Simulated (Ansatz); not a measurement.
# NaHgBr₃ in the cubic perovskite structure (space group Pm-3m, No. 221; a hypothetical phase, not in the database extracts checked)

Space group Pm-3m (No. 221); a = 5.5326 Å, b = 5.5326 Å, c = 5.5326 Å, α = 90.00°, β = 90.00°, γ = 90.00°

```tsv
atom	site	symmetry	x	y	z
Na	1a	m-3m	0.0000	0.0000	0.0000
Hg	1b	m-3m	0.5000	0.5000	0.5000
Br	3c	4/mm.m	0.0000	0.5000	0.5000
```

The values are results of plane-wave PAW DFT at the r2SCAN level (Ansatz, a quantum-chemistry and plane-wave program, 500 eV), without spin-orbit coupling, not measurements. Settings: 9×9×9 k-points, 0.05 eV Fermi–Dirac smearing.

```json
{
  "volume_per_atom": "33.87 Å³",
  "density": "4.54 g/cm³",
  "band_gap": "zero",
  "total_energy": "-4739.850 eV/atom (σ→0; compares only within this code and set-up)"
}
```

Whether these cells are dynamically stable was not tested. The final runs are not spin-polarised. Many cubic perovskites are stable only at high temperature; tilts and polar distortions were not tested. The zero or small gap of NaHgBr3 can change with the level of theory.
